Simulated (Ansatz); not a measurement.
Input and band report of a polarisation-reversal run in Ansatz (PBEsol). The cell is a database entry relaxed within its symmetry; it need not be the phase found at ambient conditions. The cell is clamped and the switching is periodic in it; domain walls, strain relief and fields are absent. Other reversal paths can lie lower, and the path does not show that the crystal can be switched.

Ansatz 0.2 input:
```yaml
crystal:
  lattice:
    - [4.0276990546, 0.0, 0.0]
    - [-2.0138495273, 3.4880897001, 0.0]
    - [0.0, 0.0, 6.4199650999]
  atoms:
    - { symbol: Mg, position: [0.6666666667, 0.3333333333, 0.496413055] }
    - { symbol: Mg, position: [0.3333333333, 0.6666666667, 0.996413055] }
    - { symbol: S, position: [0.3333333333, 0.6666666667, 0.378576945] }
    - { symbol: S, position: [0.6666666667, 0.3333333333, 0.878576945] }
kpoints:
  mp_grid: { grid: [7, 7, 4] }
hamiltonian:
  xc: pbesol
  pseudopotentials: { kind: paw }
scf:
  occupations: { method: fixed }
neb:
  images: 7
  f_tol: 0.02
  max_iterations: 150
  final_atoms:
    - { symbol: Mg, position: [0.666666666667, 0.333333333333, 0.378576945035] }
    - { symbol: Mg, position: [0.333333333333, 0.666666666667, 0.878576945035] }
    - { symbol: S, position: [0.333333333333, 0.666666666667, 0.496413054965] }
    - { symbol: S, position: [0.666666666667, 0.333333333333, 0.996413054965] }
checkpoint:
  write: run
```

```
--- NEB band (9 images, 15 band iterations, 798 SCF iterations) ---
  forward barrier  = 0.532547 eV
  backward barrier = 0.532547 eV
  climbing image's point = a first-order saddle point (lowest curvatures found: -2.63 and 1.34 eV/Å²)
  energies are F+E_penalty+E_count in eV, relative to image 0
  image     s (Å)  Δ vs image 0  max|band force component| (eV/Å)
      0    0.0000      0.000000                                 —
      1    0.2457      0.183432                          1.683e-3
      2    0.4915      0.438408                          2.051e-3
  *   3    0.7376      0.532547                          7.203e-4
      4    1.0047      0.485813                          7.015e-3
      5    1.2722      0.527519                          8.019e-3
      6    1.5397      0.469382                          2.233e-3
      7    1.8071      0.208302                          9.058e-4
      8    2.0746      0.000000                                 —
```

Cost: roughly 28 core-minutes.

The PAW data sets were generated under PBE and serve the other functionals too.

Ansatz is an electronic-structure program.
